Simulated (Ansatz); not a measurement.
Abridged Ansatz (a first-principles code) output:

```
Pseudopotential: Ti, paw, valence charge 12
Pseudopotential: Al, paw, valence charge 3
Crystal: 2 atoms, lattice volume = 31.442 Å³
Basis set: ecut = 420 eV, 619 PW (Γ), exchange–correlation on 48×48×48 points (8 copies of the dense FFT grid, shifted against one another)
Bands: 12, of which v1, the nominal top of the filled ones, is band 8 counted from 1 (7 counted from 0)
Symmetry: 48 space group operations
k-points: 120 of 3375
Functional: x = pbesol(κ = 0.804, μ = 0.12345679012345678), c = pbesol(β = 0.046)
SCF iter   1: F=—  HF=-2998.997774 eV  |F-HF|=—  |Δ(HF+E_count)|=         —  Δρ=5.27e-3  dr2=1.34e-2  ethr=1.77e-3  ⟨swp⟩=5.0  Hψ=7299  notcnv=0
SCF iter   2: F=—  HF=-2998.995978 eV  |F-HF|=—  |Δ(HF+E_count)|=   1.80e-3  Δρ=3.74e-3  dr2=7.96e-3  ethr=8.92e-5  ⟨swp⟩=1.0  Hψ=2400  notcnv=0
SCF 1 converged in 6 iterations: F = -2998.993895 eV  dr2 = 4.84e-11
SCF converged after 6 iterations
Free energy (F): -2998.993895 eV
Internal energy: -2998.973960 eV  (E = F + TS)
E sigma→0 (E₀):  -2998.983927 eV
Entropy (-TS):   -0.019936 eV (-9.968 meV/atom)
Fermi energy:    11.647652 eV
--- Forces (eV/Å), atoms counted from 1 ---
  atom   1  Ti    -0.00000000     0.00000000    -0.00000000
  atom   2  Al     0.00000000    -0.00000000    -0.00000000
--- Stress (GPa, compression-positive) ---
        0.007318       0.000000       0.000000
        0.000000       0.007318      -0.000000
        0.000000      -0.000000       0.007318
  P = ⅓ Tr σ = 0.0073 GPa (0.073 kbar)
```

Q: What was computed, and what are the main results?

A: TiAl, 2 atoms in the cell, with PBEsol (Ansatz; PAW; 420 eV plane waves; spin-orbit coupling left out). The last SCF converged to F = -2998.993895 eV, or -1499.4969 eV per atom, at a pressure of 0.01 GPa. The total energy compares only with runs of the same code, potentials and settings.

No phonon test of stability was made. The final runs are not spin-polarised. An odd electron count without spin: TiAl. The cell is TiAl in the CsCl type structure (space group Pm-3m, No. 221; a cell from a computed database, its experimental status unchecked). TiAl has a high density of states at the Fermi level and may be magnetic at this level.
